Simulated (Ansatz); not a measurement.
## Br on the 1x1 (10-10) surface of wurtzite ZnO (cut with top plane O + Zn), one in a 2x1 cell, started at the site 'bridge Zn-Zn (span 3.3 Å)'

Host crystal: wurtzite ZnO, with a band gap (PBE, scalar-relativistic without spin-orbit coupling).

Calculation: PBE (plane waves to 420 eV, PAW; Ansatz, a first-principles code).

Model: 33-atom slab, 9.4 Å thick at the start under the adsorbate (thin: gaps and levels are the slab's own), 3x4x1 mesh, Fermi-Dirac 0.01 eV, dipole correction, 16 atoms held, the rest relaxed; held to the start's symmetry, so lower structures may exist; spin-polarised, ending with about 0.7 μB a cell, a value that depends on the mesh; orders that need a larger cell were not tried, no spin-orbit, no U, no dispersion correction. The slab shows no gap over 0.04 eV on its mesh. At the end it is bonded to 2 Zn. In PBE it is, or lies within 0.03 eV of, the lowest of the starts that converged.

```json
{
 "adsorption energy against ½ Br2(g)": "-0.17 eV",
 "work_function_of_the_top_face": "6.87 eV",
 "change_of_the_step_from_the_bottom_to_the_top_vacuum_level_against_the_clean_slab": "1.09 eV",
 "energy_released_by_relaxation": "1.14 eV",
 "height of the binding atom over the mean of the host atoms within 0.3 Å of the top one": "2.055 Å",
 "nearest_host_atoms_of_the_binding_atom": "Zn at 2.52 Å, Zn at 2.52 Å, O at 3.08 Å",
 "largest_move_of_a_host_atom": "0.40 Å",
 "note": "in the relaxation the adsorbate left its starting site by 0.6 Å",
 "cost": "about 24 core-minutes (a rough figure)"
}
```

A negative adsorption energy means that the adsorbate is more stable on the surface than in its reference.
